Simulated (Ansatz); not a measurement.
**Habitual settings against a tight run: LaGa (Cmcm, 4 atoms in the cell)**

Self-consistent single point.

```yaml
crystal:
  lattice:
    - [2.35127, -5.86199, 0.00000]
    - [2.35127, 5.86199, 0.00000]
    - [0.00000, 0.00000, 4.36155]
  atoms:
    - { symbol: La, position: [0.86046, 0.13954, 0.25000] }
    - { symbol: La, position: [0.13954, 0.86046, 0.75000] }
    - { symbol: Ga, position: [0.56722, 0.43278, 0.25000] }
    - { symbol: Ga, position: [0.43278, 0.56722, 0.75000] }
```

Computed with PBEsol, PAW files made with PBE (plane waves; Ansatz, a first-principles code).

Base settings: basis.ecutwfc = 420 eV; kpoints.mp_grid.grid = 9 9 9; hamiltonian.xc = pbesol; hamiltonian.pseudopotentials = {kind: paw} (the program's default PAW files); scf.occupations.method = fermi_dirac; scf.occupations.width = 0.136 eV.

Tight run (finer mesh or higher cutoff; not a proven limit): basis.ecutwfc: 420 eV → 590 eV; kpoints.mp_grid.grid: 9 9 9 → 13 13 13; scf.convergence.dr2_threshold: default (1e-07 eV) → 1e-09 eV. It gave Fermi level (on the code's own zero) 9.22 eV; pressure -5.14 GPa; largest force (vector length) 0.124 eV/Å.

Quick runs, as changes from the base:
- A: the base itself
- B: basis.ecutwfc: 420 eV → 250 eV; kpoints.mp_grid.grid: 9 9 9 → 6 6 6; scf.occupations.width: 0.136 eV → 0.2 eV
- C: basis.ecutwfc: 420 eV → 295 eV; kpoints.mp_grid.grid: 9 9 9 → 8 8 8; scf.occupations.width: 0.136 eV → 0.2 eV
- D: basis.ecutwfc: 420 eV → 335 eV; kpoints.mp_grid.grid: 9 9 9 → 6 6 6; hamiltonian.xc: pbesol → lda [LDA (PW92)]
- E: kpoints.mp_grid.grid: 9 9 9 → 4 4 4; scf.occupations.method: fermi_dirac → methfessel_paxton; scf.occupations.width: 0.136 eV → 0.272 eV
- F: basis.ecutwfc: 420 eV → 210 eV; kpoints.mp_grid.grid: 9 9 9 → 8 8 8; hamiltonian.xc: pbesol → lda; scf.occupations.method: fermi_dirac → cold; scf.convergence.dr2_threshold: default (1e-07 eV) → 0.001 eV [LDA (PW92)]

Energies are extrapolated to zero smearing width, which holds to low order in the width alone.

Dashes: energy of D, F, another energy zero.

† marks runs with another functional, U, potentials or spin treatment: their distance from the tight run is not a convergence error alone.

The count of work is k-points × plane waves × bands × iterations; it is no time. 

Pressures in the table are Ansatz's without its Pulay estimate, at a fixed set of plane waves; the tight run's value above holds the estimate.

The starting cell comes from a database of computed structures (which also holds hypothetical and non-ambient phases and stackings), without a prior relaxation at this level. Its lattice was rescaled by a random factor within 2.5 % of one. In the base run, with a pressure of about -5 GPa the cell is away from its equilibrium volume at this level.

| run | energy less tight (meV/atom) | pressure less tight (GPa) | largest miss in a force vector (eV/Å) | count of work / tight |
|---|---|---|---|---|
| A | 0.8 | -0.01 | 0.001 | 0.19 |
| B | 586.4 | -20.99 | 0.082 | 0.034 |
| C | 72.5 | -3.68 | 0.043 | 0.090 |
| D† | – | -2.15 | 0.053 | 0.059 |
| E | 8.4 | -0.21 | 0.099 | 0.032 |
| F† | – | -68.58 | 0.096 | 0.037 |

Among the runs at the tight run's level, the energy misses run from 0.8 to 586.4 meV/atom.

Keys are those of Ansatz 0.2.
